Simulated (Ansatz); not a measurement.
# Response to strain in Be

The reference is Be in the hcp (Mg type) structure (space group P6_3/mmc, No. 194; a = 2.255 Å, c = 3.558 Å; relaxed with 0.1 eV smearing).

Strains are applied to the cell and any free atomic positions relax.

Calculations: Ansatz (a first-principles code), PBEsol, PAW, cutoff 420 eV, scalar-relativistic without spin-orbit coupling.

Notes on the quantities. pressure: mean of the normal stresses, compression positive.

| isotropic strain (%) | pressure (GPa) |
|---|---|
| -3 | 13.2 |
| -1.5 | 6.1 |
| -0.5 | ? |
| 0 | 0.0 |
| 0.5 | -1.8 |
| 1.5 | -5.2 |
| 2 | -6.7 |
| 2.5 | -8.2 |
| 3 | -9.5 |

**Question.** Fit P = P₀ − Bδ + Cδ² with δ = (1 + ε)³ − 1 to the rows shown and predict the withheld row.

**Answer.** Least squares on the printed values gives P₀ = 0.0 GPa, B = 127 GPa (at held cell shape), C = 267 GPa (largest residual 0.1 GPa); this predicts 2.0 GPa, and the run gives 1.9 GPa, in agreement.

No phonon test of stability was made.
